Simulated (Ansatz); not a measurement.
Consider AlAs in the zinc blende structure (space group F-43m, No. 216; a = 5.6743 Å). Axes: x, y, z lie along the cube axes.

Computed with plane-wave PAW DFT at the PBEsol level (Ansatz, a quantum-chemistry and plane-wave program, 420 eV), without spin-orbit coupling, earlier PAW set.

For the base:

The valence-band top at Γ is 0.00, 0.00, 0.00 eV, the smallest direct gap comes out as 1.91 eV and the band gap comes out as 1.34 eV.

Modification: tensor shear ε_yz = −0.72 % (engineering shear γ = -0.0144); the atoms relax in the strained cell.

Problem. How does this affect the valence-band top at Γ?

Solution. The valence-band top at Γ (three highest levels, from the VBM) becomes 0.00, -0.06, -0.12 eV (base: 0.00, 0.00, 0.00 eV).

Problem. Predict the new stress.

Solution. The stress (xx, yy, zz, yz, xz, xy; compression positive) is (0.00, 0.01, 0.01, 0.74, 0.00, 0.00) GPa.

Problem. What happens to the smallest direct gap?

Solution. The smallest direct gap shrinks by 0.07 eV (1.91 eV → 1.84 eV).

Problem. Predict the new band gap.

Solution. The band gap decreases by 0.07 eV, from 1.34 eV to 1.27 eV.

Problem. What does the calculation give for the energy relative to the base after the change?

Solution. The energy goes up by 0.8 meV/atom.

Whether these cells are dynamically stable was not tested.
